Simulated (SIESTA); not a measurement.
Band structure of Mo (Im-3m, 1 atom in the cell).

```
Mo
1.0
   -1.55784     1.55784     1.55784
    1.55784    -1.55784     1.55784
    1.55784     1.55784    -1.55784
Mo
1
Direct
  0.00000   0.00000   0.00000
```

Computed with GGA PBE, numerical atomic orbitals DZP, PseudoDojo PBE standard norm-conserving potentials (rewritten from UPF to PSML) (SIESTA 5.4.2).

Settings: XC.functional = GGA; XC.authors = PBE; potentials = PseudoDojo PBE standard; PAO.BasisSize = DZP; PAO.EnergyShift = 0.005 Ry; MeshCutoff = 350 Ry; kgrid.MonkhorstPack = 10 10 10; OccupationFunction = MP; OccupationMPOrder = 0; ElectronicTemperature = 580.23 K; MaxSCFIterations = 150; SCF.Mixer.Method = Pulay; SCF.Mixer.Weight = 0.1; SCF.Mixer.History = 6.

The starting cell comes from a database of computed structures (which also holds hypothetical and non-ambient phases and stackings), without a prior relaxation at this level. Its lattice was rescaled by a random factor within 2.5 % of one. Spin polarisation is off. Values carry the incompleteness of an atom-centred basis.

Levels in eV from the Fermi level, bands 4 to 9:
```tsv
point	4	5	6	7	8	9
Γ	-34.75	-7.46	-1.62	-1.62	-1.62	1.52
H	-35.79	-5.87	-5.87	3.98	3.98	3.98
N	-34.73	-5.68	-3.73	1.60	1.70	2.23
P	-35.51	-2.87	-2.87	-2.87	2.35	2.35
```

Bands cross the Fermi level along this path, so the cell is metallic at this level.

Higher empty bands are left out: an atom-centred basis made for the valence describes them poorly.
